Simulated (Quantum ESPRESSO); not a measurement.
σxx against uniaxial strain in Cu3Au-type Al3Sc (space group 221): C11 (Quantum ESPRESSO, LDA)

```
Al3Sc
1.0
    3.96949     0.00000     0.00000
    0.00000     4.02994     0.00000
    0.00000     0.00000     4.02994
Sc Al
1 3
Direct
  0.00000   0.00000   0.00000
  0.00000   0.50000   0.50000
  0.50000   0.00000   0.50000
  0.50000   0.50000   0.00000
```

Level of theory: LDA (PZ), GBRV 1.5 ultrasoft (LDA) pseudopotentials (plane waves; Quantum ESPRESSO). Settings: ecutwfc = 65 Ry; ecutrho = 520 Ry; occupations = smearing; smearing = fd; degauss = 0.0036749 Ry; potentials = {Sc: sc_lda_v1.uspp.F.UPF, Al: al_lda_v1.uspp.F.UPF}; K_POINTS = automatic 16 16 16 0 0 0; conv_thr = 1e-10 Ry; mixing_beta = 0.7. The cell above is the first row's. The rows stretch one cube axis (x) by the strain ε and hold the other two. Stress is positive in tension. In all rows fractional positions and the k mesh are held.

| ε (%) | σxx (GPa) |
|---|---|
| -1.5 | -3.13 |
| -1.0 | -2.06 |
| -0.5 | -1.01 |
| 0.0 | 0.01 |
| 0.5 | 1.02 |
| 1.0 | 1.99 |
| 1.5 | 2.94 |
| 2.0 | ? |

Taking a parabola for σxx over the 7 complete rows: Least squares gives σxx = 0.014 + 2.0243·ε - 0.0486·ε². Residuals (row less fit): 0.002, -0.001, 0.000, -0.004, 0.006, 0.000, -0.001; standard error 0.004 (degrees of freedom: 4). The slope at ε = 0, 2.0243 GPa per cent, gives C11 ≈ 100 × 2.0243 = 202 GPa, for the static lattice.

### Question
What does the fit predict for σxx at ε = 2.0, and how far is the calculated value from it?

### Answer
σxx = 0.014 + 2.0243 × 2.0 - 0.0486 × 2.0² = 3.868 GPa. The calculation gives 3.86 GPa, 0.008 GPa below the prediction (0.1 % of the range of σxx in the table). The row lies outside the fitted rows, so this is an extrapolation. From the scatter of the fitted rows alone, a prediction at this place has a standard error of 0.007 GPa, so the miss is 1.1 times that.

Carrying the step between the two nearest rows on in a straight line would have given 3.89, off by 0.03; series whose last step already gives the withheld value aren't shown. The reference cell has the volume at which an earlier scan in this program and functional put its minimum by a fit. The runs keep the symmetry of the cell, so they don't test it for distortions. The unstrained cell stands at a pressure of -0.01 GPa, and the constants belong to that pressure. By symmetry this strain leaves no force on the atoms; the largest in the rows is 0.000 eV/Å. Without a gap such slopes are sensitive to mesh and smearing. Cutoffs and mesh are single choices, not tested for convergence of this quantity. Series with a scatter that would blur these digits, or in which a gap closes, are not shown. Strain series were run only where this level's volume lies within 10 % of a first guess from the measured size.
